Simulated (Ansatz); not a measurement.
Take Se (space group P3_121, No. 152; a = 4.506 Å, c = 4.991 Å; made of chains) as the base. Axes: x lies along a and z along c of the hexagonal cell.

Calculations: plane-wave PAW DFT at the r2SCAN level (Ansatz, a program for electronic structure, 500 eV), spin-orbit coupling left out.

Before the change:

| Property | Result |
|---|---|
| Smallest direct gap | 1.54 eV |
| Volume per atom | 29.25 Å³ |

It is then changed as follows: uniaxial stress, 3 GPa compression along x, with the cell and atoms free to relax against it.

What happens to the smallest direct gap?

The smallest direct gap shrinks by 0.26 eV, from 1.54 eV to 1.28 eV.

Estimate the effect on the volume per atom.

The volume per atom shrinks by 1.92 Å³, from 29.25 Å³ to 27.33 Å³.

How does this affect the energy relative to the base?

The energy goes up by 30 meV/atom.

Load acts through the strain it causes; cell and atoms are relaxed under it. Beyond what the load breaks, stability against distortions was not tested. No dispersion term is included, though the crystal is made of layers, chains or molecules, so its spacings can come out too wide.
